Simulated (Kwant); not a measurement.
System: wire with a row of barriers in a GaAs two-dimensional gas. Effective mass 0.067 mₑ, grid spacing 3.3 nm, hard walls, nominal width 80 nm (25 grid rows, so walls 85.8 nm apart), one parabolic valley, scattering region 330 nm long along x; energies count from the band bottom; Fermi energy swept from 0.00070155 to 0.0083309 eV. 4 barrier(s) across the wire, height 0.049 eV, thickness 13.2 nm (about 4 grid columns), spaced by 39.6 nm.

Constants are typed, rounded textbook-type inputs, not results; the design itself was drawn at random and stands for no fabricated device.

Kwant, effective-mass tight-binding model on a square grid, one spin, coherent transport at 0 K. Conductance is in e²/h.

How many channels do the leads carry at E = 4.49 meV?

The hard-wall thresholds are n² ħ²π²/(2mW²) = n² × 0.762 meV with W = 85.8 nm. √(4.49/0.762) = 2.43, so 2.
